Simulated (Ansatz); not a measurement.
The parent structure is B in the diamond structure (space group Fd-3m, No. 227; a = 4.033 Å; a hypothetical phase, not in the database extracts checked; relaxed with 0.1 eV smearing). Axes: x, y, z lie along the cube axes.

Calculations: Ansatz (an electronic-structure program), PBEsol, PAW, cutoff 420 eV, no spin-orbit coupling.

The change: every lattice vector is stretched by 2.44 %; the atoms relax in the strained cell.

**Question.** Predict the stress tensor and what it implies for the stiffness.

**Answer.** Stress of the strained cell less that of the base (GPa, compression positive):
```
  -11.6     0.0     0.0
    0.0   -11.6     0.0
    0.0     0.0   -11.6
```

Then B = −ΔP/(ΔV/V₀) with ΔV/V₀ = 0.0750 gives secant stiffness values (nonlinear terms included at this strain): B ≈ 155 GPa.

As a check, the harmonic strain energy −½ V₀ Δσ:ε is 22 meV/atom; the computed energy rise is 24 meV/atom.

No phonon test of stability was made.
